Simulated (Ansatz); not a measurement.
Start from Mo in the bcc (W type) structure (space group Im-3m, No. 229; a = 3.151 Å; relaxed with 0.1 eV smearing). Axes: x, y, z lie along the cube axes.

Method: r2SCAN (Ansatz, a first-principles code, PAW, without spin-orbit coupling).

Now apply this change: the cell is compressed by 3.00 % along z with no lateral relaxation, atoms relaxed at fixed cell.

### Question
Predict the new energy relative to the base.

### Answer
The energy grows by 23 meV/atom.

### Question
How does this affect the stress?

### Answer
The stress (xx, yy, zz, yz, xz, xy; compression positive) is (5.4, 5.4, 16.2, 0.0, 0.0, 0.0) GPa.

The cells carry an imposed strain or load. Stability against distortions was not tested. The final runs are not spin-polarised.
